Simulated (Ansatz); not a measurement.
# Work function of W(110) slab, unreconstructed by several functionals

All runs by Ansatz (plane waves, PAW, no spin-orbit coupling): 7 layers on the in-plane lattice of PBE, ions relaxed at each level.

```tsv
level	work function (eV)	rough cost against PBE (one kind of shared host)
LDA	[?]	within a factor of 2
PBE	4.79	1
PBEsol	4.85	within a factor of 2
r2SCAN	[?]	about 2 times
```

**Question.** Fill in the missing entries.

**Answer.** 
- LDA, work function (eV): 4.99
- r2SCAN, work function (eV): 4.84

**Question.** Which level lies nearest to measurement, and on which side does PBE miss?

**Answer.** Measured (this face): 5.25 eV (measured; Richard Tran, Xiang-Guo Li, Joseph H. Montoya et al., Surface Science (2019), arXiv:1902.07811). Misses: LDA -0.26, PBE -0.46, PBEsol -0.40, r2SCAN -0.41 eV. Nearest is LDA, though measured values of one face scatter by 0.1 eV or more.

Ansatz is a quantum-chemistry and plane-wave program.
